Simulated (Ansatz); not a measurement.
## A computed series for YPt3: response to strain

Consider YPt₃ in the Cu3Au type structure (space group Pm-3m, No. 221; a = 4.063 Å; relaxed with 0.1 eV smearing). Axes: x, y, z lie along the cube axes.

Strains are applied to the cell and any free atomic positions relax; under stress the whole cell relaxes.

Computed with Ansatz (a first-principles code), PBEsol, PAW, cutoff 420 eV, no spin-orbit coupling.

Notes on the quantities. energy relative to the base: free energy F.

```json
[
 {"case": "base", "shortest interatomic distance": "2.873 Å", "energy relative to the base": "0 meV/atom"},
 {"case": "isotropic strain −2.33 %", "shortest interatomic distance": "2.806 Å", "energy relative to the base": "+55 meV/atom"},
 {"case": "uniaxial strain ε_zz = +1.61 %", "shortest interatomic distance": "2.873 Å", "energy relative to the base": "+3.7 meV/atom"},
 {"case": "uniaxial stress, 8 GPa tension along z", "shortest interatomic distance": "2.832 Å", "energy relative to the base": "+19 meV/atom"},
 {"case": "uniaxial stress, 0.5 GPa tension along z", "shortest interatomic distance": "2.870 Å", "energy relative to the base": "+0.1 meV/atom"},
 {"case": "uniaxial stress, 5 GPa compression along x", "shortest interatomic distance": "2.848 Å", "energy relative to the base": "+7.7 meV/atom"}
]
```

Stability under load was not tested beyond the relaxation. All final runs are without spin polarisation.
